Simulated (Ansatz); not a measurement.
System: Ca2C (model structure, started from the fluorite type, Fm-3m, No. 225, 3 atoms in the cell). Method: PBEsol (PAW; Ansatz, a program for electronic structure).

Settings: plane-wave cutoff 520 eV, 16×16×16 k mesh, Fermi–Dirac smearing 0.05 eV, scalar-relativistic PAW data made under PBE.

The cell is the one relaxed with PBEsol. Conventional cell: a = 6.2045 Å, b = 6.2045 Å, c = 6.2045 Å, α = 90.00°, β = 90.00°, γ = 90.00°.

```xyz
3
Lattice="0.0000 3.1023 3.1023 3.1023 0.0000 3.1023 3.1023 3.1023 0.0000" Properties=species:S:1:pos:R:3 pbc="T T T"
C      0.0000     0.0000     0.0000
Ca     1.5511     1.5511     1.5511
Ca     4.6534     4.6534     4.6534
```

Question: List the 11 lowest band energies at Γ above −25 eV (eV, relative to the valence band maximum), grouping those that round alike.

Answer: At Γ: -21.30 (×3), -20.83 (×3), -8.39, -1.14 (×3), 0.87.

Note: the relaxation could raise the start's symmetry but not lower it, so the cell can be a saddle point.

A model structure was made by putting elements into a prototype or built by hand; it is no filed structure, need not be a known phase, and can be a saddle point held by its symmetry.
